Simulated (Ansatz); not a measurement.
The starting structures come from a database of crystals and need not be the phases stable at ambient conditions.

By PBEsol, the system below comes out a metal.

A figure of merit of an interconnect metal is its ballistic conductance per area.

Input:

```
CELL_PARAMETERS angstrom
      3.34521     0.00000     0.00000
      0.00000     5.38857     0.00000
      0.00000     2.69428     1.55555
ATOMIC_POSITIONS crystal
  Nb 0.00000 0.00000 0.00000
  B  0.50000 0.66667 0.00000
  B  0.50000 0.33333 0.00000
```

Space group of this cell: P6/mmm. The cell is taken as given; by PBEsol its mean pressure is -7.5 GPa.

The current flows along the normal of the first two printed cell vectors, the (110) plane of the conventional cell. No spin-orbit coupling; the value is a mean over 0.1 eV about the Fermi level.

Q: Predict the ballistic conductance per area from PBEsol (Ansatz, a first-principles code).

A: 1.2 × 10¹⁵ S/m² for both spins.
